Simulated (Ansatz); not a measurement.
**HfB2: pressure series**

Take HfB2 (space group P6/mmm, No. 191; a = 3.146 Å, c = 3.486 Å) as the base.

Cell and atoms are relaxed at each pressure.

All numbers come from Kohn–Sham DFT with the PBE functional, run in Ansatz (a quantum-chemistry and plane-wave program) with PAW and 420 eV plane waves, no SOC.

| P (GPa) | V (Å³/atom) |
|---|---|
| -1.99 | 10.039 |
| -0.99 | 9.997 |
| 0.30 | 9.946 |
| 0.69 | 9.930 |
| 1.49 | 9.899 |
| 3.00 | 9.841 |
| 4.99 | 9.766 |
| 7.49 | 9.677 |
| 9.99 | 9.592 |

Question: Fit a third-order Birch–Murnaghan equation of state.

Answer: Least squares on P(V) = (3B₀/2)[(V₀/V)^(7/3) − (V₀/V)^(5/3)]·[1 + (3/4)(B₀′ − 4)((V₀/V)^(2/3) − 1)] gives V₀ = 9.96 Å³/atom, B₀ = 248 GPa and B₀′ = 3.9.

Load acts through the strain it causes; cell and atoms are relaxed under it. No phonon test of stability was made. No other phases were tried under pressure. The final runs are not spin-polarised.
